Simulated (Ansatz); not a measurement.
By PBEsol, the system below comes out a metal.

Without scattering a metal conducts by its projected Fermi surface.

Input:

```
CELL_PARAMETERS angstrom
      2.83944     0.00000     0.00000
      0.00000     5.05168     0.00000
      0.00000     2.52584     1.45829
ATOMIC_POSITIONS crystal
  W  0.00000 0.00000 0.00000
  C  0.50000 0.33333 0.00000
```

The cell is taken as given; by PBEsol it stands under a pressure of -6.5 GPa.

The current flows along the normal of the first two printed cell vectors, the (110) plane of the conventional cell. No spin-orbit coupling; the value is a mean over 0.1 eV about the Fermi level.

**Question.** Predict the ballistic conductance per area from PBEsol run with Ansatz (a program for electronic structure).

**Answer.** 0.29 × 10¹⁵ S/m² for both spins.
